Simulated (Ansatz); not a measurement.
Take C in the diamond structure (space group Fd-3m, No. 227; a = 3.554 Å) as the base.

Perturbation: cell and atoms relaxed at a pressure of 100 GPa.

Levels (all Ansatz, a quantum-chemistry and plane-wave program, PAW): PBEsol (420 eV, spin-orbit coupling left out); r2SCAN (500 eV, scalar-relativistic without spin-orbit coupling).

The geometry is relaxed with PBEsol.

* **PBEsol band gap**: 4.43 eV
* **PBEsol pressure**: 100.00 GPa
* **PBEsol hole mass**: 0.26, 0.26, 0.59 mₑ (at Γ)
* **PBEsol width of the top valence band**: 10.06 eV

### Question
Predict the band gap, pressure, hole mass and width of the top valence band from r2SCAN.

### Answer
The band gap increases by 0.35 eV, from 4.43 eV to 4.78 eV; the pressure increases by 4.41 GPa (100.00 GPa → 104.41 GPa); the hole mass (degenerate bands, along [100]) goes from 0.26, 0.26, 0.59 mₑ (at Γ) to 0.25, 0.25, 0.54 mₑ (at Γ); the width of the top valence band grows by 0.32 eV (10.06 eV → 10.38 eV).

Single points use the geometry relaxed with PBEsol. Their cutoffs differ, which shifts pressures a little. Load acts through the strain it causes; cell and atoms are relaxed under it. Masses are band curvatures over ±0.01 Å⁻¹ around the edge. Whether these cells are dynamically stable was not tested. No other phases were tried under pressure.
